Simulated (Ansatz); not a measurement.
## CdSe: response to strain

Base system: CdSe in the zinc blende structure (space group F-43m, No. 216).

```
CdSe
1.0
    0.00000     3.04091     3.04091
    3.04091     0.00000     3.04091
    3.04091     3.04091     0.00000
Se Cd
1 1
Direct
  0.75000   0.75000   0.75000
  0.00000   0.00000   0.00000
```

Cartesian axes are those of the cell as printed.

Strains are applied to the cell and any free atomic positions relax; under biaxial strain the out-of-plane vector relaxes too.

Level of theory: PBEsol in Ansatz (plane waves to 420 eV, PAW, spin-orbit coupling left out).

```csv
change,electron mass,band gap,volume per atom
base,0.049 mₑ (at Γ),0.48 eV,28.12 Å³
"biaxial strain −1.42 %, plane normal [110], relaxed out of plane","0.054 mₑ out of plane, 0.049 mₑ in plane (at Γ)",0.45 eV,27.73 Å³
isotropic strain −0.30 %,0.050 mₑ (at Γ),0.50 eV,27.87 Å³
isotropic strain +1.46 %,0.042 mₑ (at Γ),0.40 eV,29.37 Å³
```

Masses are band curvatures over ±0.01 Å⁻¹ around the edge. Whether these cells are dynamically stable was not tested.

Ansatz is a first-principles code.
